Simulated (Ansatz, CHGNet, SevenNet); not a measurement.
## MgIn2O4 (model structure, started from the defect chalcopyrite type, I-4, No. 82, 7 atoms in the cell): properties by level of theory

| level (code) | lattice constant a (Å) | lattice parameter c (Å) |
|---|---|---|
| CHGNet 0.3.0 | 4.893 | 9.912 |
| SevenNet-0 | 4.870 | 9.918 |
| SevenNet-l3i5 | 4.863 | 9.970 |
| LDA (Ansatz) | 4.704 | 9.824 |
| PBE (Ansatz) | 4.836 | 9.984 |
| PBEsol (Ansatz) | 4.771 | 9.894 |

Ansatz's density-functional and Hartree–Fock values are scalar-relativistic unless marked +SOC, with PAW data made under PBE.

Computed values are for the static lattice.

A model structure was made by putting elements into a prototype or built by hand; it is no filed structure, need not be a known phase, and can be a saddle point held by its symmetry.

Ansatz is a program for electronic structure.
